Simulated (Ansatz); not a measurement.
The reference is Al in the fcc (Cu type) structure (space group Fm-3m, No. 225; a = 3.992 Å; relaxed with 0.1 eV smearing). Axes: x, y, z lie along the cube axes.

The values are results of r2SCAN (Ansatz, an electronic-structure program, PAW, scalar-relativistic without spin-orbit coupling), earlier PAW set, not measurements.

Before the change:

Pressure: 0.0 GPa
Volume per atom: 15.91 Å³

One thing is altered: biaxial strain −0.27 %, plane normal [001], relaxed out of plane (Cartesian); in-plane vectors clamped, the third vector and the atoms free.

### Question
What does the calculation give for the pressure after the change?

### Answer
The pressure (mean of the normal stresses, compression positive) goes from zero to 0.2 GPa.

### Question
Predict the new volume per atom.

### Answer
The volume per atom shrinks by 0.04 Å³, from 15.91 Å³ to 15.87 Å³.

No phonon test of stability was made.
